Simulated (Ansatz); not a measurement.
The reference is PbSe in the rock salt structure (space group Fm-3m, No. 225; a = 6.218 Å).

(Cell as relaxed with PBE.)

Levels (all Ansatz, an electronic-structure program, PAW): PBE (420 eV, no spin-orbit coupling); PBEsol (420 eV, no spin-orbit coupling).

Each level relaxes its own structure.

```tsv
base	PBE	PBEsol
volume per atom	30.05 Å³	28.39 Å³
lattice parameter a	6.218 Å	6.102 Å
band gap	0.43 eV	0.17 eV
```

Modification: every Pb is replaced by Pt; the structure is relaxed again.

```json
[
 {"quantity": "lattice parameter a", "PBE": "5.291 Å", "PBEsol": "5.211 Å"},
 {"quantity": "band gap", "PBE": "zero", "PBEsol": "zero"}
]
```

PBE's lattice parameter a lies 0.0794 Å above PBEsol's (1.5 %); the two agree on the band gap. Neither level is exact; PBEsol is the comparison here, not a measurement.

Spin-orbit coupling, missing from the scalar runs, can matter with Pb. Stability against distortions was not tested. As relaxed here, PtSe is a hypothetical phase, not in the database extracts checked. All final runs are without spin polarisation. A zero or small gap of PbSe can be the functional's error rather than a property of the material.
